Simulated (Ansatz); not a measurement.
The starting structures come from a database of crystals and need not be the phases stable at ambient conditions.

**Evanescent states of K2MgCl4 (I4/mmm, not sure to be the ambient phase, 7 atoms a cell, 27.1 Å³ an atom) along the normal of (100)**

All values below come from r2SCAN (plane waves, PAW; Ansatz, an electronic-structure program).

The gap is the functional's own. No spin-orbit coupling. Mid-gap values are interpolated on the energy grid.

Energies count from the valence-band top; κ is the least over a 6×2 mesh across the current.

```tsv
E (eV)	κ (1/Å)	where
0.13	0.262	off Γ
0.39	0.319	Γ
0.65	0.356	Γ
0.91	0.382	Γ
1.17	0.401	Γ
1.43	(withheld)	Γ
1.69	(withheld)	Γ
1.95	(withheld)	Γ
2.21	(withheld)	Γ
2.47	(withheld)	Γ
2.73	(withheld)	Γ
2.99	(withheld)	Γ
3.25	(withheld)	Γ
3.51	(withheld)	Γ
3.77	(withheld)	Γ
4.03	(withheld)	Γ
4.29	(withheld)	Γ
4.55	0.318	Γ
4.81	0.287	Γ
5.07	0.247	Γ
5.33	0.194	Γ
5.59	0.109	Γ
```

### Question
What belongs in the gaps?

### Answer

- 1.43, κ (1/Å): 0.415
- 1.69, κ (1/Å): 0.424
- 1.95, κ (1/Å): 0.429
- 2.21, κ (1/Å): 0.431
- 2.47, κ (1/Å): 0.430
- 2.73, κ (1/Å): 0.426
- 2.99, κ (1/Å): 0.420
- 3.25, κ (1/Å): 0.411
- 3.51, κ (1/Å): 0.399
- 3.77, κ (1/Å): 0.384
- 4.03, κ (1/Å): 0.366
- 4.29, κ (1/Å): 0.345
